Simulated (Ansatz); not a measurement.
Results of PBE0 in Ansatz (plane waves, PAW) for SnS₂ (Fd-3m, No. 227, 12 atoms in the cell; start mp-1095397; a measured phase of this formula has another space group).

Settings: plane-wave cutoff 460 eV, 4×4×4 k mesh, Fermi–Dirac smearing 0.01 eV, scalar-relativistic PAW data made under PBE.

Cell (relaxed with PBEsol):

```
CELL_PARAMETERS angstrom
      0.00000     5.17876     5.17876
      5.17876     0.00000     5.17876
      5.17876     5.17876     0.00000
ATOMIC_POSITIONS crystal
  Sn 0.12500 0.62500 0.62500
  Sn 0.62500 0.62500 0.12500
  Sn 0.62500 0.12500 0.62500
  Sn 0.62500 0.62500 0.62500
  S  0.87005 0.37665 0.37665
  S  0.87335 0.87335 0.37995
  S  0.37665 0.87005 0.37665
  S  0.87335 0.87335 0.87335
  S  0.37665 0.37665 0.37665
  S  0.87335 0.37995 0.87335
  S  0.37665 0.37665 0.87005
  S  0.37995 0.87335 0.87335
```

What does this level give for the band gap and smallest direct gap on the k points sampled?


- band gap: 2.68 eV
- smallest direct gap on the k points sampled: 2.84 eV

Note: cell and atoms aren't relaxed at this level (pressure -0.4 GPa).

Spin–orbit coupling is not included.

Static lattice: no zero-point or thermal effects.

The result took roughly 11 core-minutes.

A start named mp-… is a Materials Project structure, which need not be a measured phase.

Ansatz is an electronic-structure program.
